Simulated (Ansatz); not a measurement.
## How the lattice parameter c of TaC (model structure, started from the TiAs type, P6₃/mmc, No. 194, 8 atoms in the cell) moves with the method

No measured value is used here.

```
level (code)          value (Å)
-------------------  ----------
PBE (Ansatz)             10.722
PBEsol (Ansatz)          10.645
PBE-D3(BJ) (Ansatz)  (withheld)
```

### Question
What belongs in the gaps?

### Answer

- PBE-D3(BJ) (Ansatz, a program for electronic structure), value (Å): 10.660

Density-functional levels without +SOC have no spin–orbit coupling. Ansatz's density-functional and Hartree–Fock values are scalar-relativistic unless marked +SOC, with PAW data made under PBE.

A model structure was made by putting elements into a prototype or built by hand; it is no filed structure, need not be a known phase, and can be a saddle point held by its symmetry.
